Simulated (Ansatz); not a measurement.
Take CeO$_{2}$ in the fluorite structure (space group Fm-3m, No. 225; a = 5.437 Å) as the base.

Computed with Kohn–Sham DFT with the r2SCAN functional, run in Ansatz (an electronic-structure program) with PAW and 500 eV plane waves, scalar-relativistic without spin-orbit coupling.

Before the change:

```
Property                         Value
-----------------------------  -------
Band gap                       2.20 eV
Shortest interatomic distance  2.354 Å
Smallest direct gap            2.30 eV
```

The change: a hydrostatic pressure of 2.1 GPa.

Problem. What does the calculation give for the band gap after the change?

Solution. The band gap grows by 0.036 eV (2.20 eV → 2.23 eV).

Problem. Predict the new shortest interatomic distance.

Solution. The shortest interatomic distance shrinks by 0.008 Å, from 2.354 Å to 2.346 Å.

Problem. What happens to the smallest direct gap?

Solution. The smallest direct gap rises by 0.038 eV, from 2.30 eV to 2.33 eV.

Load acts through the strain it causes; cell and atoms are relaxed under it. No phonon test of stability was made. Starting moments died away, wholly or in part, for the base; another magnetic solution may exist. All final runs are without spin polarisation.
